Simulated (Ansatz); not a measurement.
The parent structure is Rb2GeF6 (space group P-3m1, No. 164).

```cif
data_F6GeRb2
_chemical_formula_sum 'Rb2 Ge1 F6'
_space_group_name_H-M_alt 'P 1'
_space_group_IT_number 1
_cell_length_a 5.82918
_cell_length_b 5.82918
_cell_length_c 4.77413
_cell_angle_alpha 90.000
_cell_angle_beta 90.000
_cell_angle_gamma 120.000
loop_
_space_group_symop_operation_xyz
  'x, y, z'
loop_
_atom_site_label
_atom_site_type_symbol
_atom_site_fract_x
_atom_site_fract_y
_atom_site_fract_z
_atom_site_occupancy
Rb1 Rb 0.33333 0.66667 0.69884 1
Rb2 Rb 0.66667 0.33333 0.30116 1
Ge1 Ge 0.00000 0.00000 0.00000 1
F1 F 0.85192 0.14808 0.78694 1
F2 F 0.14808 0.85192 0.21306 1
F3 F 0.85192 0.70384 0.78694 1
F4 F 0.14808 0.29616 0.21306 1
F5 F 0.29616 0.14808 0.78694 1
F6 F 0.70384 0.85192 0.21306 1
```

Level of theory: plane-wave PAW DFT at the r2SCAN level (Ansatz, a program for electronic structure, 500 eV), no spin-orbit coupling.

Base values:

Shortest interatomic distance: 1.808 Å

Modification: a negative pressure, −2 GPa.

**Question.** What happens to the shortest interatomic distance?

**Answer.** The shortest interatomic distance goes up by 0.005 Å (1.808 Å → 1.813 Å).

Load acts through the strain it causes; cell and atoms are relaxed under it. No phonon test of stability was made.
